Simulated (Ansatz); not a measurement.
**RuSi: pressure 75 GPa**

The parent structure is RuSi (space group P2_13, No. 198; a = 4.705 Å).

Now apply this change: a hydrostatic pressure of 75 GPa.

Calculations: DFT with r2SCAN, PAW potentials and a 500 eV plane-wave cutoff in Ansatz (an electronic-structure program), no spin-orbit coupling. Settings: 10×10×10 k-points, 0.05 eV Fermi–Dirac smearing.

The volume per atom decreases by 2.36 Å³ (13.02 Å³ → 10.66 Å³) and the density increases by 1.82 g/cm³ (8.24 g/cm³ → 10.06 g/cm³). The lattice parameter a decreases by 0.3035 Å (4.705 Å → 4.401 Å) and the enthalpy H = E + PV relative to the base's energy amounts to +5.44 eV/atom. The band gap drops by 0.02 eV to 0.29 eV (uncertain: the edges found look like a band crossing or inverted bands; the changed cell).

Load acts through the strain it causes; cell and atoms are relaxed under it. Whether these cells are dynamically stable was not tested. No other phases were tried under pressure. The zero or small gap of RuSi under pressure 75 GPa can change with the level of theory.
